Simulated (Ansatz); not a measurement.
End structure of a constructed model of the (111) surface of fcc Ni, ferromagnetic, (√3x√3)R30° layer of S, one a cell, on the site that continues the host's stacking (bottom of the slab: a bare face, its two planes held):

```yaml
crystal:
  lattice:
    - [3.73286, 2.15517, 0.00000]
    - [-3.73286, 2.15517, 0.00000]
    - [0.00000, 0.00000, 28.50000]
  atoms:
    - { symbol: Ni, position: [0.00000, 0.66667, 0.28782] }
    - { symbol: Ni, position: [0.33333, 0.33333, 0.28782] }
    - { symbol: Ni, position: [0.66667, 0.00000, 0.28782] }
    - { symbol: Ni, position: [0.00000, 0.33333, 0.35911] }
    - { symbol: Ni, position: [0.33333, 0.00000, 0.35911] }
    - { symbol: Ni, position: [0.66667, 0.66667, 0.35911] }
    - { symbol: Ni, position: [0.00000, 0.00040, 0.43032] }
    - { symbol: Ni, position: [0.33373, 0.66667, 0.43032] }
    - { symbol: Ni, position: [0.66627, 0.33294, 0.43032] }
    - { symbol: Ni, position: [0.00000, 0.66667, 0.50104] }
    - { symbol: Ni, position: [0.33333, 0.33333, 0.50196] }
    - { symbol: Ni, position: [0.66667, 0.00000, 0.50196] }
    - { symbol: Ni, position: [0.00000, 0.33372, 0.57294] }
    - { symbol: Ni, position: [0.33295, 0.99961, 0.57294] }
    - { symbol: Ni, position: [0.66705, 0.66667, 0.57294] }
    - { symbol: Ni, position: [0.00000, 0.00420, 0.64463] }
    - { symbol: Ni, position: [0.33753, 0.66667, 0.64463] }
    - { symbol: Ni, position: [0.66247, 0.32914, 0.64463] }
    - { symbol: S, position: [0.00000, 0.66667, 0.69931] }
```

Set-up: 19 atoms, 12.1 Å thick at the start; mesh 10x10x1; 0.1 eV smearing; dipole correction on; 6 atoms held, the rest relaxed; start symmetry kept, larger cells not searched; spin-polarised, ending with about 10.7 μB a cell; orders that need a larger cell were not tried, no spin-orbit, no U. It is one candidate, not shown to be the stable structure of the face.

### Question
What work function of the top face does PBE run with Ansatz (a program for electronic structure) give?

### Answer
5.30 eV
